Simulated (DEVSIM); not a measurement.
Device: abrupt In0.53Ga0.47As p-n junction, at 300 K.

| layer (left to right) | material | thickness (μm) | Nd (cm⁻³) | Na (cm⁻³) | τn (s) | τp (s) |
|---|---|---|---|---|---|---|
| 1 | In0.53Ga0.47As | 5.40 | - | 2.9e16 | 5.8e-10 | 5.8e-10 |
| 2 | In0.53Ga0.47As | 110 | 1.1e15 | - | 5.8e-10 | 5.8e-10 |

Left contact: ohmic. Right contact: ohmic. Voltage is applied to the left contact. Recombination: SRH at mid-gap, radiative. Mobility is μmin + (μ − μmin)/(1 + (N/Nref)^α).

The device is made up for the run: typed textbook-type constants, with dimensions and the other settings drawn at random. Values at 300 K.

```
parameter      In0.53Ga0.47As
-------------  --------------
gap (eV)                 0.74
affinity (eV)            4.51
permittivity             13.9
Nc (cm⁻³)              2.1e17
Nv (cm⁻³)              7.7e18
μn (cm²/Vs)             12000
μp (cm²/Vs)               300
μn,min                    300
μp,min                     10
Nref,n                 1.3e17
Nref,p                 4.9e17
αn                       0.48
αp                        0.4
B (cm³/s)             9.6e-11
```

DEVSIM, 1D drift-diffusion, Boltzmann statistics, complete ionisation; no tunnelling, impact ionisation, image-force lowering or self-heating.

The doping Na of layer 1 was swept, all else fixed.

| doping Na of layer 1 (cm^-3) | dark forward voltage at 1 A/cm² (V) | potential step across the device at zero bias (V) | dark forward voltage at 100 A/cm² (V) | largest field in the device at zero bias (V/cm) |
|---|---|---|---|---|
| 8.7e14 | 0.242 | 0.369 | 1.088 | 6300 |
| 2.9e15 | 0.264 | 0.400 | 1.048 | 8500 |
| 8.7e15 | 0.276 | 0.429 | 1.033 | 10000 |
| 2.9e16 | 0.282 | 0.460 | 1.027 | 12000 |
| 8.7e16 | 0.284 | 0.488 | 1.027 | 17000 |
| 2.9e17 | 0.285 | 0.519 | 1.026 | 28000 |
| 8.7e17 | 0.285 | 0.548 | 1.024 | 47000 |

From the first row to the last the dark forward voltage at 1 A/cm² goes from 0.242 to 0.285. From the first row to the last the potential step across the device at zero bias goes from 0.369 to 0.548.
